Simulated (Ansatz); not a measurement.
YB2 (P6/mmm), PBEsol, DFPT electron-phonon coupling, linearised Boltzmann equation (Ansatz, a quantum-chemistry and plane-wave program): phonon-limited resistivity 12.0 μΩ·cm at 300 K along y (a = (3.27, 0.00, 0.00) Å; b = (-1.64, 2.84, 0.00) Å; c = (0.00, 0.00, 3.82) Å), 18.3 μΩ·cm at 400 K, current-weighted mean free path 9.7 nm, Drude plasma energy 5.49 eV.

Q: What temperature coefficient of resistance follows, and how does it compare with 1/T?

A: (ρ₄₀₀ − ρ₃₀₀)/(100 K × ρ₃₀₀) = 5.25×10⁻³ K⁻¹, against 1/T = 3.33×10⁻³ K⁻¹ for a resistivity proportional to T. It lies higher because phonons are still being populated at 300 K; impurities would add a constant and lower it.

Q: Estimate the resistivity of a 40 nm square wire with diffuse walls from ρ ≈ ρ₀(1 + 3ℓ/4d).

A: 1 + 0.75 × 9.7/40 = 1.18, so ρ ≈ 14.2 μΩ·cm and a line 1 μm long has 88.6 Ω. The formula is the free-electron limit for d well above ℓ; grain boundaries add to it.

Q: What Drude relaxation time do resistivity and plasma energy imply?

A: ω_p = 8.34e15 s⁻¹, so τ = 1/(ε₀ ω_p² ρ) = 13.5 fs, a damping ħ/τ of 48.7 meV.

A metal at this level (no band gap). Only scattering by harmonic phonons is included (no impurities, grain boundaries, electron-electron scattering or thermal expansion). Spin-orbit coupling is left out. The run warned that the eigensolver left some states short of its tolerance. Halving the electron mesh (28x28x24) moves the resistivity by up to 3 % at 300 K, the mean free path by up to 6 %. Smearing 0.20 eV; phonons on a 5x5x4 q mesh, which this run doesn't test.
